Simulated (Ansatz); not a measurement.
The reference is CdS in the zinc blende structure (space group F-43m, No. 216; a = 5.7566 Å).

Calculations: LDA in Ansatz (plane waves to 420 eV, PAW, without spin-orbit coupling).

For the base:

| Item | Result |
|---|---|
| Pressure | 0.0 kbar |

One thing is altered: every lattice vector is stretched by 0.50 %, atoms relaxed at fixed cell.

### Question
What does the calculation give for the pressure and energy relative to the base after the change?

### Answer
The pressure goes from zero to -9.8 kbar; the energy rises by 1.1 meV/atom.

The cells carry an imposed strain or load. Stability against distortions was not tested.

Ansatz is a program for electronic structure.
